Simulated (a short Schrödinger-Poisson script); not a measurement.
Structure: symmetric double-gate stack, SiO2 on p-type Si(100), at 300 K.

```csv
layer,material,thickness (nm),Na (cm⁻³)
1,SiO2,1.4,-
2,Si,3,1e16
3,SiO2,1.4,-
```

The device is made up for the run: typed textbook-type constants, with dimensions and the other settings drawn at random. SiO2: permittivity 3.9, conduction-band edge (eV) 3.15, gap (eV) 9, electron mass (mₑ) 0.5. Si: permittivity 11.7, conduction-band edge (eV) 0, gap (eV) 1.124, Nv at 300 K (cm⁻³) 3.1e19.

Channel valleys (confinement mass, in-plane density-of-states mass, number): Δ2 0.916, 0.19, 2; Δ4 0.19, 0.417, 4. At the gates, both at one voltage, the conduction-band edge of layer 1 lies 3.53 eV − eVg above the Fermi level of the channel. Gaps are held at their typed values at every temperature. Mesh 0.03 nm at interfaces.

From a short Schrödinger-Poisson script (our own, NumPy): 1D Poisson equation in equilibrium, electrons quantum, Hartree (BenDaniel-Duke, 12 states a valley, the channel's in-plane mass for all, wave functions ending at the dielectric), parabolic valleys, classical holes, full ionisation, no traps, pinning or gate leakage.

The same stack at other levels of the model or other numerical settings:

```
run                                          sheet density of all electrons at Vg = 1.1 V (cm⁻²)  sheet density of all electrons at Vg = 0.5 V (cm⁻²)  capacitance of both gates at Vg = 1.1 V (μF/cm²)  gate voltage at 1e11 electrons/cm² (V)  rough cost against the base
-------------------------------------------  ---------------------------------------------------  ---------------------------------------------------  ------------------------------------------------  --------------------------------------  ---------------------------
base                                                                                     1.51e13                                              2.15e12                                              3.72                                    0.33                      about 1
electrons treated as classical, Boltzmann                                                2.01e13                                              3.88e12                                              4.58                                    0.27                         0.09
electrons treated as classical, Fermi-Dirac                                              1.91e13                                              3.77e12                                              4.28                                    0.27                          0.2
mesh six times as coarse                                                                 1.52e13                                              2.15e12                                              3.72                                    0.33                          0.4
one subband a valley                                                                     1.50e13                                              2.15e12                                              3.61                                    0.33                          0.5
```

The classical rows ignore confinement, and Boltzmann statistics overrate the density once the band edge passes the Fermi level.
